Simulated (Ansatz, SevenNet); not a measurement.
# Ladder of methods for the elastic constant C66 of white tin (β-Sn)

Reference value: 23.4 GPa (measured, temperature not stated, no zero-point or thermal correction; as tabulated in Blaschke (2018), arXiv:1804.01586).

Put these levels in order of the elastic constant C66 that they give for white tin (β-Sn), smallest first: LDA (Ansatz, a first-principles code), PBEsol (Ansatz), SevenNet-l3i5.

SevenNet-l3i5 (7.96 GPa), PBEsol (24.0 GPa), LDA (26.5 GPa)

Unless a cell is named, each level is at its own relaxed cell (SevenNet-l3i5 28.37, LDA 26.17, PBEsol 26.88 Å³/atom).

Differences against the reference: SevenNet-l3i5 -66 %, LDA +13.2 %, PBEsol +2.6 %.

The measured value isn't corrected to a static lattice, so vibrations enter the comparison.  Each level is taken at its own relaxed cell. Ansatz's density-functional and Hartree–Fock values are scalar-relativistic unless marked +SOC, with PAW data made under PBE.

Machine-learned potentials (SevenNet-l3i5) are trained on DFT data: a solid inside that data is no test of them.

Differences are worked out from the printed values.
